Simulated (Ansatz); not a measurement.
Take Si in the diamond structure (space group Fd-3m, No. 227; a = 5.434 Å) as the base. Axes: x, y, z lie along the cube axes.

Structures relaxed with Ansatz (a first-principles code), PBEsol, PAW, cutoff 420 eV, without spin-orbit coupling.

Base:

Simulated powder pattern, Cu Kα1, λ = 1.54056 Å (kinematic, ideal powder, no thermal factors, no anomalous dispersion; the 14 strongest lines at most, above 2 %, up to 2θ = 90°):

```tsv
2θ (°)	I/Imax (%)	hkl
28.43	100	(111)
47.28	67	(220)
56.09	40	(311)
69.09	11	(400)
76.33	16	(331)
87.97	23	(422)
```

After one change:

Simulated powder pattern, Cu Kα1, λ = 1.54056 Å (kinematic, ideal powder, no thermal factors, no anomalous dispersion; the 14 strongest lines at most, above 2 %, up to 2θ = 90°):

| 2θ (°) | I/Imax (%) |
|---|---|
| 28.99 | 100 |
| 47.28 | 24 |
| 48.72 | 43 |
| 56.41 | 28 |
| 58.96 | 12 |
| 69.09 | 7.5 |
| 73.63 | 3.1 |
| 76.60 | 5.6 |
| 78.80 | 10 |
| 89.05 | 16 |

**Question.** Which change produced these results?
A. uniaxial stress, 1 GPa compression along x
B. uniaxial strain ε_xx = −5.37 %
C. biaxial strain +0.82 %, plane normal [111], relaxed out of plane
D. biaxial strain +0.35 %, plane normal [110], relaxed out of plane

**Answer.** B, uniaxial strain ε_xx = −5.37 %. Its volume per atom is 18.98 Å³ against 20.05 Å³, and its space group is I4_1/amd (No. 141).

A biaxial case was relaxed in a doubled cell and then solved in the primitive one. Beyond what the load breaks, stability against distortions was not tested.
